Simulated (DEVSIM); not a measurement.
Structure: Schottky contact on n-type Si, at 350 K.

Layer 1 from the left is Si, thickness (μm) 0.660, Nd (cm⁻³) 5.1e15, τn (s) 3e-6, τp (s) 3e-6. Layer 2 from the left is Si, thickness (μm) 1.20, Nd (cm⁻³) 2.8e18, τn (s) 3e-6, τp (s) 3e-6.

Left contact: Schottky, work function 4.65 eV, emission velocity 2.6e6 cm/s. Right contact: ohmic. Voltage is applied to the left contact. Recombination: SRH at mid-gap, Auger. Gap narrowing is on: ΔEg = 6.92 meV × (l + √(l² + 0.5)), l = ln(N/1.3e17 cm⁻³), shared equally by both band edges. Mobility is μmin + (μ − μmin)/(1 + (N/Nref)^α).

This is a model device: material constants are rounded textbook-type values typed into the input, and sizes, dopings and lifetimes were drawn at random. Values at 300 K; Nc and Nv go as T^1.5, mobilities as T to minus their exponent, the gap by Varshni's rule with the affinity fixed.

Si: gap (eV) 1.124, affinity (eV) 4.05, permittivity 11.7, Nc (cm⁻³) 2.86e19, Nv (cm⁻³) 3.1e19, μn (cm²/Vs) 1417, μp (cm²/Vs) 470, μn,min 52, μp,min 45, Nref,n 9.7e16, Nref,p 2.2e17, αn 0.68, αp 0.72, T exponent of μn 2.3, T exponent of μp 2.2, Cn (cm⁶/s) 2.8e-31, Cp (cm⁶/s) 9.9e-32, Varshni α (eV/K) 0.000473, Varshni β (K) 636.

Simulated with DEVSIM: 1D drift-diffusion, Boltzmann statistics, complete ionisation; no tunnelling, impact ionisation, image-force lowering or self-heating. Metal contacts follow the ideal Schottky-Mott rule: no Fermi-level pinning, no interface dipoles.

Dark forward current:

| |V| (V) | |J| (A/cm²) |
|---|---|
| 0.05 | 0.1272 |
| 0.10 | 0.7786 |
| 0.15 | 4.059 |
| 0.20 | 19.72 |
| 0.25 | 83.20 |
| 0.30 | 263.1 |
| 0.35 | 592.8 |
| 0.40 | 1040 |
| 0.45 | 1567 |
| 0.50 | 2153 |

Question: Work out the local ideality factor n = ΔV / (kT/q · ln(J2/J1)) between the rows 0.15 and 0.20 V, 0.45 and 0.50 V.

Answer: kT/q = 30.16 mV. From 0.15 to 0.20 V: ln(19.72/4.059) = 1.581, n = 1.05, near the 1 of diffusion or emission over a barrier. From 0.45 to 0.50 V: ln(2153/1567) = 0.318, n = 5.22.

Question: Estimate the current at 0.15 V for emission alone, J0 = q v N_band exp(−φB/kT), and read the barrier back from the simulated current.

Answer: φB = 0.600 eV, N_band = 3.60e19 cm⁻³, J0 = 0.0344 A/cm²; J = J0 (exp(qV/kT) − 1) = 4.94 A/cm². The simulation gives 4.06 A/cm²; the estimate lies 22 % above. Read backwards, the simulated current gives an apparent barrier of 0.606 eV. The estimate leaves out transport through the depletion region and minority injection.
